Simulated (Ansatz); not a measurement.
Defect migration in zinc-blende AlP: interstitial Cu, charge state +1. These are PBE, PAW (plane waves to 420 eV; Ansatz, an electronic-structure program) values and carry that method's errors.

Cell of 64 host sites held at the relaxed PBE lattice; a 2×2×2 k-point mesh shifted by half a step; Fermi-Dirac width 0.01 eV, spin-restricted; finite-size errors left in. Static, classical nuclei. The charge state is imposed; whether it is stable for some Fermi level was not computed. Sites that were not tried may lie lower.

Barriers: single points on a 3×3×3 k-point mesh shifted by half a step at the bands' geometries.

The step: one Cu atom jumps by itself. Atoms about the jump, Cartesian Å from the middle of the jump, before and after:

| atom | x0 | y0 | z0 | x1 | y1 | z1 |
|---|---|---|---|---|---|---|
| Cu1 | 1.37 | 1.37 | 0.00 | -1.37 | -1.37 | 0.00 |
| Al2 | 1.38 | -1.43 | 0.00 | 1.43 | -1.38 | 0.00 |
| Al3 | -1.43 | 1.38 | 0.00 | -1.38 | 1.43 | 0.00 |
| Al4 | 1.38 | 1.38 | -2.81 | 1.38 | 1.38 | -2.76 |
| Al5 | -1.38 | -1.38 | -2.76 | -1.38 | -1.38 | -2.81 |
| P6 | -0.01 | -0.01 | 1.39 | 0.01 | 0.01 | 1.39 |
| P7 | -0.01 | -2.76 | -1.38 | 0.01 | -2.77 | -1.39 |
| P8 | 2.77 | -0.01 | -1.39 | 2.76 | 0.01 | -1.38 |
| P9 | -2.76 | -0.01 | -1.38 | -2.77 | 0.01 | -1.39 |
| P10 | -0.01 | 2.77 | -1.39 | 0.01 | 2.76 | -1.38 |
| P11 | -0.01 | -0.01 | -4.14 | 0.01 | 0.01 | -4.14 |

**Question.** Give the saddle-point geometry and the barrier.

**Answer.** 
| atom | x | y | z |
|---|---|---|---|
| Cu1 | 0.00 | 0.00 | -1.26 |
| Al2 | 1.47 | -1.47 | 0.10 |
| Al3 | -1.47 | 1.47 | 0.10 |
| Al4 | 1.43 | 1.44 | -2.80 |
| Al5 | -1.44 | -1.43 | -2.80 |
| P6 | 0.00 | 0.00 | 1.36 |
| P7 | 0.01 | -2.73 | -1.35 |
| P8 | 2.73 | -0.01 | -1.35 |
| P9 | -2.73 | 0.01 | -1.35 |
| P10 | -0.01 | 2.73 | -1.35 |
| P11 | 0.00 | 0.00 | -4.10 |
It lies 0.60 eV above the start and 0.60 eV above the end. The program found a first-order saddle point.
